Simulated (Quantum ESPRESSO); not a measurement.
Input and output of a self-consistent single point for NbC (Fm-3m, 2 atoms in the cell) (Quantum ESPRESSO).

Method: PBE, SSSP 1.1.2 efficiency (PBE) pseudopotentials (plane waves; Quantum ESPRESSO).

The change in words: lattice scaled by 0.98. Reference geometry:
```yaml
crystal:
  lattice:
    - [-2.23500, 0.00000, 2.23500]
    - [0.00000, 2.23500, 2.23500]
    - [-2.23500, 2.23500, 0.00000]
  atoms:
    - { symbol: Nb, position: [0.00000, 0.00000, 0.00000] }
    - { symbol: C, position: [0.50000, 0.50000, 0.50000] }
```

Reference input (self-consistent single point, DFT, PBE, plane waves, SSSP 1.1.2 efficiency (PBE) pseudopotentials): ecutwfc = 50 Ry; ecutrho = 400 Ry; occupations = smearing; smearing = fermi-dirac; degauss = 0.0036749 Ry; potentials = {Nb: Nb.pbe-spn-kjpaw_psl.0.3.0.UPF, C: C.pbe-n-kjpaw_psl.1.0.0.UPF}; K_POINTS = automatic 17 17 17 0 0 0; conv_thr = 1e-10 Ry; mixing_beta = 0.5. This run's input differs from it in these lines:

```diff
@@ -9,3 +9,3 @@
   ibrav = 2,
-  celldm(1) = 8.447075777,
+  celldm(1) = 8.278134262,
   nat = 2,
@@ -27,3 +27,3 @@
 Nb    0.000000000    0.000000000    0.000000000
-C    -2.235000000    2.235000000    2.235000000
+C    -2.190300000    2.190300000    2.190300000
 K_POINTS automatic
```

Log, with long lists cut:

```
     Self-consistent Calculation

     iteration #  1     ecut=    50.00 Ry     beta= 0.50

     total energy              =    -352.39038863 Ry
     estimated scf accuracy    <       1.02716372 Ry

     iteration #  2     ecut=    50.00 Ry     beta= 0.50

     total energy              =    -352.67999656 Ry
     estimated scf accuracy    <       0.53515632 Ry

     iteration #  3     ecut=    50.00 Ry     beta= 0.50

     total energy              =    -352.78133713 Ry
     estimated scf accuracy    <       0.00648170 Ry

   [... 14 blocks of this kind left out ...]

     iteration # 18     ecut=    50.00 Ry     beta= 0.50

     total energy              =    -352.78165793 Ry
     estimated scf accuracy    <          5.7E-10 Ry

     iteration # 19     ecut=    50.00 Ry     beta= 0.50
     End of self-consistent calculation

     Number of k-points >= 100: set verbosity='high' to print the bands.

     the Fermi energy is    20.2951 ev

!    total energy              =    -352.78165793 Ry
     estimated scf accuracy    <          3.5E-11 Ry
     smearing contrib. (-TS)   =      -0.00036934 Ry
     internal energy E=F+TS    =    -352.78128860 Ry

     convergence has been achieved in  19 iterations

     Forces acting on atoms (cartesian axes, Ry/au):

     atom    1 type  1   force =     0.00000000   -0.00000000    0.00000000
     atom    2 type  2   force =     0.00000000    0.00000000   -0.00000000

     Total force =     0.000000     Total SCF correction =     0.000000

          total   stress  (Ry/bohr**3)                   (kbar)     P=      248.09
   0.00168645   0.00000000   0.00000000          248.09        0.00        0.00
   0.00000000   0.00168645  -0.00000000            0.00      248.09       -0.00
   0.00000000  -0.00000000   0.00168645            0.00       -0.00      248.09

   JOB DONE.
```

The run converged in 19 iterations. Against the reference run the free energy goes up by 56.6 meV/atom and the pressure goes from 3.18 to 24.81 GPa.

The starting cell has typed, rounded lattice constants, without a prior relaxation at this level. For this run, on top of that: lattice scaled by 0.98. Spin polarisation is off. With a pressure of about 25 GPa the cell is away from its equilibrium volume at this level.

Cost on one core of a shared machine: roughly 40 s.
